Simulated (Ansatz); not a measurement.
Functionals compared on a constructed model of the (110) surface of bcc Fe, ferromagnetic, a pseudomorphic layer of Al in the host's stacking (bottom of the slab: a bare face, its two planes held), in Ansatz (plane waves, PAW). The structure was relaxed with PBE; the other rows are single points on it. Cutoff 420 eV.

Set-up: 7 atoms, 12.2 Å thick at the start; mesh 16x16x1; 0.1 eV smearing; dipole correction on; 2 atoms held, the rest relaxed; held to the start's symmetry, so lower structures may exist; spin-polarised, ending with about 13.5 μB a cell; orders that need a larger cell were not tried, no spin-orbit, no U. It is one candidate, not shown to be the stable structure of the face. These notes are the PBE run's.

| functional | work function of the top face (eV) | magnetic moment of the cell (μB) | rough cost of the single point |
|---|---|---|---|
| PBE | 4.20 | 13.50 | – |
| RPBE | ? | 13.71 | around 5 core-minutes (rough) |

Q: Fill in the missing entries.

A: 
- RPBE, work function of the top face (eV): 4.10

Ansatz is a quantum-chemistry and plane-wave program.
